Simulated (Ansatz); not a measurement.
AlN, response to strain

Start from AlN in the zinc blende structure (space group F-43m, No. 216; a = 4.370 Å). Axes: x, y, z lie along the cube axes.

Strains are applied to the cell and any free atomic positions relax; under biaxial strain the out-of-plane vector relaxes too.

Calculations: r2SCAN (Ansatz, a quantum-chemistry and plane-wave program, PAW, no spin-orbit coupling).

| biaxial strain, plane normal [111], relaxed out of plane (%) | out-of-plane strain (%) |
|---|---|
| 0 | 0.00 |
| 0.42 | -0.14 |
| 0.83 | -0.28 |
| 1.25 | -0.41 |
| 1.67 | -0.55 |
| 2.08 | ? |
| 2.5 | -0.82 |

Task: Fit ε⊥ = −νε + γε² (strains in %) to the rows shown and predict the withheld row.

Result: Least squares on the printed values gives ν = 0.33 (the biaxial Poisson response) and γ = 0.002 (largest residual 0.00 %); this predicts -0.68 %, and the run gives -0.68 %, in agreement.

Stability against distortions was not tested. This is not the structure that AlN has at room temperature and ambient pressure.
